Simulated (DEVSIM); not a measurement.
Structure: abrupt Si p-n junction, at 300 K.

```tsv
layer (left to right)	material	thickness (μm)	Nd (cm⁻³)	Na (cm⁻³)	τn (s)	τp (s)
1	Si	1.20	-	2.3e18	6.9e-6	6.9e-6
2	Si	76.0	5.4e17	-	6.9e-6	6.9e-6
```

Left contact: ohmic. Right contact: ohmic. Voltage is applied to the left contact. Recombination: SRH at mid-gap, Auger. Mobility is constant in doping.

Constants are typed, rounded textbook-type inputs, not results; the design itself was drawn at random and stands for no fabricated device. Values at 300 K; Nc and Nv go as T^1.5, mobilities as T to minus their exponent, the gap by Varshni's rule with the affinity fixed.

```tsv
parameter	Si
gap (eV)	1.124
affinity (eV)	4.05
permittivity	11.7
Nc (cm⁻³)	2.86e19
Nv (cm⁻³)	3.1e19
μn (cm²/Vs)	1417
μp (cm²/Vs)	470
T exponent of μn	2.3
T exponent of μp	2.2
Cn (cm⁶/s)	2.8e-31
Cp (cm⁶/s)	9.9e-32
Varshni α (eV/K)	0.000473
Varshni β (K)	636
```

DEVSIM, 1D drift-diffusion, Boltzmann statistics, complete ionisation; no tunnelling, impact ionisation, image-force lowering or self-heating.

The temperature was swept, all else fixed.

```
temperature (K)  dark forward voltage at 100 A/cm² (V)  potential step across the device at zero bias (V)  dark forward voltage at 1 A/cm² (V)  largest field in the device at zero bias (V/cm)
---------------  -------------------------------------  -------------------------------------------------  -----------------------------------  -----------------------------------------------
250                                              0.886                                              1.006                                0.781                                           360000
300                                                ___                                              0.954                                  ___                                           350000
350                                              0.744                                              0.899                                0.597                                           340000
400                                              0.673                                              0.840                                0.501                                           320000
450                                              0.597                                              0.779                                0.404                                           310000
500                                              0.523                                              0.716                                0.305                                           290000
```

Q: Some entries are withheld; supply them.

A: 
- 300, dark forward voltage at 100 A/cm² (V): 0.817
- 300, dark forward voltage at 1 A/cm² (V): 0.690
